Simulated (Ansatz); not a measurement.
Band structure of SrCd (Pm-3m, 2 atoms in the cell).

```yaml
crystal:
  lattice:
    - [4.03563, 0.00000, 0.00000]
    - [0.00000, 4.03563, 0.00000]
    - [0.00000, 0.00000, 4.03563]
  atoms:
    - { symbol: Sr, position: [0.50000, 0.50000, 0.50000] }
    - { symbol: Cd, position: [0.00000, 0.00000, 0.00000] }
```

Method: LDA (PW92), PAW files made with PBE (plane waves; Ansatz, a quantum-chemistry and plane-wave program).

Settings: basis.ecutwfc = 420 eV; kpoints.mp_grid.grid = 11 11 11; hamiltonian.xc = lda; hamiltonian.pseudopotentials = {kind: paw} (the program's default PAW files); scf.occupations.method = fermi_dirac; scf.occupations.width = 0.1 eV; kpoints.band_path.npoints = 8.

The starting cell comes from a database of computed structures (which also holds hypothetical and non-ambient phases and stackings), without a prior relaxation at this level.

Levels in eV from the Fermi level, bands 12 to 18:
```json
[
 {"point": "Γ", "12": "-8.42", "13": "-8.42", "14": "-5.76", "15": "1.35", "16": "1.35", "17": "3.89", "18": "3.89"},
 {"point": "X", "12": "-8.40", "13": "-8.39", "14": "-3.61", "15": "-2.38", "16": "1.73", "17": "2.21", "18": "2.21"},
 {"point": "M", "12": "-8.47", "13": "-8.29", "14": "-3.15", "15": "0.01", "16": "0.01", "17": "1.07", "18": "3.80"},
 {"point": "R", "12": "-8.29", "13": "-8.29", "14": "-0.93", "15": "-0.72", "16": "-0.72", "17": "-0.72", "18": "4.53"}
]
```

Bands cross the Fermi level along this path, so the cell is metallic at this level.

Keys are those of Ansatz 0.2.
